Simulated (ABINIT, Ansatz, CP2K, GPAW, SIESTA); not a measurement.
**CsPbBr3 (Pm-3m, 5 atoms in the cell) computed with different codes at matched settings**

Band-structure calculation.

```
CsPbBr3
1.0
    6.09259     0.00000     0.00000
    0.00000     6.09259     0.00000
    0.00000     0.00000     6.09259
Cs Pb Br
1 1 3
Direct
  0.00000   0.00000   0.00000
  0.50000   0.50000   0.50000
  0.50000   0.50000   0.00000
  0.00000   0.50000   0.50000
  0.50000   0.00000   0.50000
```

Shared settings, as Ansatz (a first-principles code) writes them: kpoints.mp_grid.grid = 5 5 5; scf.occupations.method = fixed. Potentials and cutoffs stand in the table.

```json
[
 {"code": "SIESTA", "model": "GGA PBE, numerical atomic orbitals DZP, PseudoDojo PBE standard norm-conserving potentials (rewritten from UPF to PSML)", "gap along the path (eV)": "1.88", "smallest direct gap (eV)": "1.88", "cutoff": "grid 400 Ry"},
 {"code": "GPAW", "model": "PBE, GPAW PAW datasets PBE (gpaw-data 1.0.1)", "gap along the path (eV)": "1.87", "smallest direct gap (eV)": "1.87", "cutoff": "600 eV"},
 {"code": "ABINIT", "model": "PBE, PAW (JTH v2.0 PBE PAW)", "gap along the path (eV)": "1.92", "smallest direct gap (eV)": "1.92", "cutoff": "571 eV"},
 {"code": "CP2K", "model": "PBE, GPW, DZVP-MOLOPT-SR-GTH basis, GTH-PBE potentials (GTH_POTENTIALS)", "gap along the path (eV)": "2.00", "smallest direct gap (eV)": "2.00", "cutoff": "grid 500 Ry"},
 {"code": "Ansatz", "model": "PBE, default PAW files", "gap along the path (eV)": "1.92", "smallest direct gap (eV)": "1.92", "cutoff": "default"}
]
```

On Ansatz's run: spin-orbit coupling is off.

The spread over the programs that give each value: gap along the path within 0.13 eV; smallest direct gap within 0.13 eV.

SIESTA and CP2K use small atom-centred bases, whose incompleteness enters pressures, forces and empty levels differently from a plane-wave cutoff.

The starting cell comes from a database of computed structures (which also holds hypothetical and non-ambient phases and stackings), without a prior relaxation at this level. Its lattice was rescaled by a random factor within 2.5 % of one.

Left out of this page: Quantum ESPRESSO and Elk (not drawn, or without a comparable value).

Keys are those of Ansatz 0.2.
